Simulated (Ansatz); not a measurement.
Take InAgTe2 in the chalcopyrite structure (space group I-42d, No. 122; a = 6.569 Å, c = 12.999 Å) as the base. Axes: x, y, z lie along a, b, c of the conventional cell.

Level of theory: Ansatz (a quantum-chemistry and plane-wave program) PBE, no spin-orbit coupling.

Strains are applied to the cell and any free atomic positions relax.

One change was made to it. Results:

```csv
quantity,base,after
energy relative to the base (free energy F),0 meV/atom,+4.9 meV/atom
"pressure (mean of the normal stresses, compression positive)",0.01 GPa,1.20 GPa
```

Question: Name the change that was made.
(A) uniaxial strain ε_zz = −2.25 %
(B) uniaxial strain ε_zz = −3.00 %
(C) uniaxial strain ε_zz = −1.50 %

Answer: B, uniaxial strain ε_zz = −3.00 %. For comparison, the energy relative to the base in the other runs: uniaxial strain ε_zz = −2.25 % gives +2.7 meV/atom; uniaxial strain ε_zz = −1.50 % gives +1.2 meV/atom.

Whether these cells are dynamically stable was not tested.
